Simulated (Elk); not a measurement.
Band structure of Ga3Tc (I4/mmm, 4 atoms in the cell).

```
CELL_PARAMETERS angstrom
     -1.89565     1.89565     4.04575
      1.89565    -1.89565     4.04575
      1.89565     1.89565    -4.04575
ATOMIC_POSITIONS crystal
  Ga 0.75000 0.25000 0.50000
  Ga 0.25000 0.75000 0.50000
  Ga 0.50000 0.50000 0.00000
  Tc 0.00000 0.00000 0.00000
```

Level of theory: Elk with LDA (PW92), all-electron FP-LAPW, Elk's shipped species files, APW+lo basis with extra local orbitals.

Settings: rgkmax = 7.5; stype = 0; swidth = 0.00367493 Ha; ngridk = 9 9 9; gmaxvr = 18 1/bohr; lmaxapw = 10; lmaxo = 8; nxlo = 2; lorbcnd = true; lradstp = 2; nrmtscf = 2; rmtscf = 0.95; lmaxi = 4; maxscl = 100.

The starting cell comes from a database of computed structures (which also holds hypothetical and non-ambient phases and stackings), without a prior relaxation at this level. Spin polarisation is off. Values depend on the basis (sphere radii, cutoffs, local orbitals), which need not be converged.

Levels in eV from the Fermi level, bands 24 to 31:
```json
[
 {"point": "Γ", "24": "-3.25", "25": "-3.22", "26": "-0.93", "27": "-0.51", "28": "1.42", "29": "1.42", "30": "2.54", "31": "3.04"},
 {"point": "X", "24": "-3.71", "25": "-3.56", "26": "-2.88", "27": "-0.17", "28": "0.18", "29": "1.65", "30": "1.95", "31": "2.95"},
 {"point": "Y", "24": "-3.51", "25": "-2.91", "26": "-2.72", "27": "-0.32", "28": "0.33", "29": "1.37", "30": "2.75", "31": "3.31"},
 {"point": "S", "24": "-2.36", "25": "-1.95", "26": "-1.58", "27": "-0.54", "28": "1.01", "29": "1.23", "30": "2.39", "31": "4.64"},
 {"point": "Z", "24": "-2.30", "25": "-1.80", "26": "-1.25", "27": "-1.25", "28": "-0.90", "29": "2.62", "30": "3.23", "31": "5.14"},
 {"point": "S1", "24": "-2.36", "25": "-1.95", "26": "-1.58", "27": "-0.54", "28": "1.01", "29": "1.23", "30": "2.39", "31": "4.64"},
 {"point": "N", "24": "-3.19", "25": "-2.11", "26": "-1.65", "27": "-0.30", "28": "1.53", "29": "1.87", "30": "2.23", "31": "4.04"},
 {"point": "P", "24": "-3.26", "25": "-3.26", "26": "-2.13", "27": "-0.17", "28": "-0.17", "29": "1.46", "30": "2.07", "31": "2.07"},
 {"point": "Y1", "24": "-3.51", "25": "-2.91", "26": "-2.72", "27": "-0.32", "28": "0.33", "29": "1.37", "30": "2.75", "31": "3.31"}
]
```

Bands cross the Fermi level along this path, so the cell is metallic at this level.
